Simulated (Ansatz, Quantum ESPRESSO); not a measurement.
## CaBi3 (Pm-3m, 4 atoms in the cell) computed with different codes at matched settings

Self-consistent single point.

```xyz
4
Lattice="4.8587 0.0000 0.0000 0.0000 4.8587 0.0000 0.0000 0.0000 4.8587" Properties=species:S:1:pos:R:3 pbc="T T T"
Ca     2.4293     2.4293     2.4293
Bi     2.4293     0.0000     0.0000
Bi     0.0000     2.4293     0.0000
Bi     0.0000     0.0000     2.4293
```

All programs got the same cell, k-point mesh and kind of occupations (in Ansatz's words: kpoints.mp_grid.grid = 9 9 9; scf.occupations.method = fermi_dirac; scf.occupations.width = 0.1 eV); potentials, basis and cutoffs are each program's usual ones.

| code | model | pressure (GPa) | cutoff |
|---|---|---|---|
| Quantum ESPRESSO | PBEsol, SSSP 1.1.2 efficiency (PBE) pseudopotentials | 1.36 | 40 Ry |
| Ansatz | PBEsol, PAW files made with PBE | 1.93 | default |

The spread over the programs that give each value: pressure within 0.57 GPa.

The starting cell comes from a database of computed structures (which also holds hypothetical and non-ambient phases and stackings), without a prior relaxation at this level. Its lattice was rescaled by a random factor within 2.5 % of one. On Ansatz's run: Spin-orbit coupling is off.

Q: Why do the programs differ, and what cannot be compared?

A: Differences of this kind can come from the potentials, where these differ, and from what each basis and cutoff leave unconverged. The zero of total energies and Fermi levels follows the potentials and each program's conventions, so they are not compared here. Ansatz's pressure is given at a fixed set of plane waves, as the other plane-wave codes print theirs.

Ansatz is an electronic-structure program.

Keys are those of Ansatz 0.2.
